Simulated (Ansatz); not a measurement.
**NiSi, pressure series**

Consider NiSi (space group Pnma, No. 62; non-magnetic).

NiSi is modelled in the orthorhombic space group Pnma (No. 62), Pearson symbol oP8. Cell: a = 5.1899 Å, b = 3.3505 Å, c = 5.6240 Å, α = β = γ = 90.00°. Ni on 4c is surrounded by 6 Si at 2.288–2.407 Å and 4 Ni at 2.686–2.701 Å. Si on 4c is surrounded by 6 Ni at 2.288–2.407 Å and 2 Si at 2.671 Å. (Neighbours: up to the widest gap in distance over summed covalent radii, below 1.35, at either atom; cation-cation and far metal-metal contacts left out.)

Cell and atoms are relaxed at each pressure.

Computed with PBE (Ansatz, a program for electronic structure), no spin-orbit coupling.

```csv
P (GPa),V (Å³/atom)
-1.99,12.376
-0.99,12.299
0.30,12.202
0.70,12.173
1.50,12.116
3.01,12.013
5.00,11.884
7.49,11.732
10.00,11.589
```

**Question.** Fit a third-order Birch–Murnaghan equation of state.

**Answer.** Least squares on P(V) = (3B₀/2)[(V₀/V)^(7/3) − (V₀/V)^(5/3)]·[1 + (3/4)(B₀′ − 4)((V₀/V)^(2/3) − 1)] gives V₀ = 12.22 Å³/atom, B₀ = 166 GPa and B₀′ = 4.5.

Load acts through the strain it causes; cell and atoms are relaxed under it. No phonon test of stability was made. No other phases were tried under pressure. Seeded moments were not kept for the base. All final runs are without spin polarisation.
